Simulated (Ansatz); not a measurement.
## A computed series for GaAs: alloy series

Consider GaAs in the zinc blende structure (space group F-43m, No. 216; a = 5.746 Å).

The other end (x = 1) is GaN in the zinc blende structure (space group F-43m, No. 216): 11.77 Å³/atom, gap 1.54 eV; this end may not be an ambient phase.

N replaces a fraction x of As; each row is one arrangement (x, atoms in the cell, starting space group or random), fully relaxed.

Calculations: PBE (Ansatz, an electronic-structure program, PAW, no SOC), earlier PAW set.

Notes on the quantities. mixing energy: to 0.01 eV only: unlike meshes or grids.

```tsv
variant	mixing energy	shortest interatomic distance
base	–	2.488 Å
x(N) = 0.25, 8 atoms, P-4m2	+0.20 eV/atom	2.151 Å
x(N) = 0.25, 8 atoms, Pmm2	+0.16 eV/atom	2.005 Å
x(N) = 0.5, 8 atoms, Pmn2_1	+0.22 eV/atom	1.981 Å
x(N) = 0.5, 8 atoms, P-4m2	+0.27 eV/atom	2.058 Å
x(N) = 0.667, 6 atoms, P3m1	+0.31 eV/atom	1.956 Å
x(N) = 0.75, 8 atoms, P-43m	+0.28 eV/atom	2.048 Å
x(N) = 0.75, 8 atoms, Cm	+0.25 eV/atom	1.957 Å
```

These are small ordered cells, not random alloys; other orderings at the same x differ. Whether these cells are dynamically stable was not tested. All final runs are without spin polarisation. This is not the structure that GaN has at room temperature and ambient pressure. A zero or small gap of Ga4As3N, GaAs, Ga2AsN and Ga3AsN2 can be the functional's error rather than a property of the material.
